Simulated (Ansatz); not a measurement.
# Thickness series in hypothetical CdI2 type SiO2

Consider SiO₂ in the CdI2 type structure (space group P-3m1, No. 164; a hypothetical phase, not in the database extracts checked; layered, stacked along the Cartesian z axis).

Space group P-3m1 (No. 164); a = b = 2.6703 Å, c = 4.5423 Å, α = β = 90.00°, γ = 120.00°

```json
[
 {"atom": "Si", "site": "1a", "symmetry": "-3m.", "x": "0.0000", "y": "0.0000", "z": "0.0000"},
 {"atom": "O", "site": "2d", "symmetry": "3m.", "x": "0.6667", "y": "0.3333", "z": "0.1988"}
]
```

Free-standing slabs (3 atom(s) a layer) normal to the stacking axis with 15 Å of vacuum; in-plane cell relaxed.

Levels (all Ansatz, a first-principles code, PAW): r2SCAN+rVV10 (500 eV, no spin-orbit coupling); HSE06 (420 eV, scalar-relativistic without spin-orbit coupling).

Band gaps by level, all at the geometries relaxed with r2SCAN+rVV10:

```tsv
case	r2SCAN+rVV10	HSE06
base	7.21 eV	8.41 eV
1 layer	7.92 eV	8.94 eV
2 layers	7.58 eV	8.69 eV
3 layers	7.43 eV	8.58 eV
```

Single points use the geometry relaxed with r2SCAN+rVV10. HSE06 gaps are upper bounds (no full band path). Whether these cells are dynamically stable was not tested.
